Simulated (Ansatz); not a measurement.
The starting structures come from a database of crystals and need not be the phases stable at ambient conditions.

Evanescent states of Ca$_{2}$H$_{3}$Br (P-3m1, 6 atoms a cell, 14.5 Å³ an atom, 2 GPa at this level) along the normal of (111)

Computed with r2SCAN (plane waves, PAW; Ansatz, a program for electronic structure).

The gap is the functional's own. No spin-orbit coupling. Mid-gap values are those at the computed energy nearest the middle.

Energies count from the valence-band top; κ is the least over a 6×4 mesh across the current.

```
E (eV)  κ (1/Å)  where
------  -------  -----
0.06      0.052  off Γ
0.17      0.087  off Γ
0.28      0.109  off Γ
0.39      0.126  off Γ
0.49      0.138  off Γ
0.60          …  off Γ
0.71          …  off Γ
0.82          …  off Γ
0.94          …  off Γ
1.04          …  off Γ
1.16          …  off Γ
1.26          …  off Γ
1.38          …  off Γ
1.49          …  off Γ
1.59          …  off Γ
1.71      0.157  off Γ
1.81      0.150  off Γ
1.93      0.138      Γ
2.04      0.094      Γ
```

Q: Fill in the missing entries.

A: 
- 0.60, κ (1/Å): 0.148
- 0.71, κ (1/Å): 0.155
- 0.82, κ (1/Å): 0.161
- 0.94, κ (1/Å): 0.165
- 1.04, κ (1/Å): 0.168
- 1.16, κ (1/Å): 0.169
- 1.26, κ (1/Å): 0.169
- 1.38, κ (1/Å): 0.168
- 1.49, κ (1/Å): 0.165
- 1.59, κ (1/Å): 0.162
